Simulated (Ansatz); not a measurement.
The starting structures come from a database of crystals and need not be the phases stable at ambient conditions.

Consider the following.

```xyz
12
Lattice="4.9092 0.0000 0.0000 0.0000 7.1503 0.0000 0.0000 -2.8894 3.5088" Properties=species:S:1:pos:R:3 pbc="T T T"
Ti     1.2273     4.3122     0.6070
Ti     3.6819    -0.0514     2.9018
Ti     3.6819     3.5238     2.9018
Ti     1.2273     0.7371     0.6070
O      4.5098     3.4187     1.2169
O      0.3994     0.8421     2.2918
O      2.0552     4.4173     2.2918
O      2.8540    -0.1564     1.2169
O      0.3994     5.9859     0.3869
O      4.5098    -1.7251     3.1219
O      2.8540     1.8501     3.1219
O      2.0552     2.4108     0.3869
```

Space group of this cell: Pbcn. The cell is taken as given; by r2SCAN its mean pressure is -1.2 GPa.

Transport runs along the normal of the first two printed cell vectors.

No gap correction and no spin-orbit coupling; mid-gap values are interpolated between computed energies.

**Question.** Estimate the band gap and the smallest decay constant κ at mid-gap that r2SCAN run with Ansatz (an electronic-structure program) returns for this system.

**Answer.** Gap 2.99 eV on a 6×8×8 mesh; κ = 0.362 1/Å, at the zone centre.
